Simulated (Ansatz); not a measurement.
## Effect of isotropic strain −0.78 % on Mg

The parent structure is Mg in the hcp (Mg type) structure (space group P6_3/mmc, No. 194; a = 3.175 Å, c = 5.163 Å; relaxed with 0.1 eV smearing).

The change: an isotropic linear strain of −0.78 %; the atoms relax in the strained cell.

The values are results of Kohn–Sham DFT with the PBEsol functional, run in Ansatz (a quantum-chemistry and plane-wave program) with PAW and 420 eV plane waves, without spin-orbit coupling, not measurements. Settings: 21×21×11 k-points, 0.1 eV Fermi–Dirac smearing.

| quantity | base | changed | shift |
|---|---|---|---|
| volume per atom | 22.54 Å³ | 22.01 Å³ | -0.523 Å³ |
| space group | P6_3/mmc (No. 194) | P6_3/mmc (No. 194) | – |
| shortest interatomic distance | 3.166 Å | 3.141 Å | -0.025 Å |
| energy relative to the base (free energy F) | 0 meV/atom | +1.5 meV/atom | +1.5 meV/atom |
| pressure (mean of the normal stresses, compression positive) | 0.0 GPa | 0.9 GPa | +0.9 GPa |
| band gap | zero | zero | – |

Cost of the whole job for the changed cell (relaxation, final SCF and bands): roughly 18 core-seconds.

No phonon test of stability was made.
